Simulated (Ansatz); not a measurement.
1T (CdI2-type) MgI₂ was calculated with PBEsol (plane waves, PAW; Ansatz, a quantum-chemistry and plane-wave program).

Settings: plane-wave cutoff 520 eV, 12×12×6 k mesh (along the axes of the cell as run), scalar-relativistic PAW data made under PBE.

Cell (measured lattice):

```
MgI2
1.0
    4.15370     0.00000     0.00000
   -2.07685     3.59721     0.00000
    0.00000     0.00000     6.86200
Mg I
1 2
Direct
  0.00000   0.00000   0.00000
  0.66667   0.33333   0.75859
  0.33333   0.66667   0.24141
```

**Question.** Estimate the Voigt–Reuss–Hill bulk modulus, Voigt–Reuss–Hill shear modulus (Hill average), elastic constant C33, elastic constant C11, elastic constant C12, elastic constant C13, elastic constant C44 and elastic constant C66 that the calculation returns.

**Answer.** 
* **Voigt–Reuss–Hill bulk modulus**: 13.4 GPa
* **Voigt–Reuss–Hill shear modulus (Hill average)**: 8.34 GPa
* **elastic constant C33**: 13.8 GPa
* **elastic constant C11**: 43.6 GPa
* **elastic constant C12**: 12.1 GPa
* **elastic constant C13**: 4.29 GPa
* **elastic constant C44**: 4.01 GPa
* **elastic constant C66**: 15.7 GPa

Note: the cell isn't this level's own, so it is under some stress, which shifts stiffness and frequencies.

Elastic constants are with the ions relaxed.

Spin–orbit coupling is not included.

Computed values are for the static lattice.

Computing time: roughly 23 core-minutes.
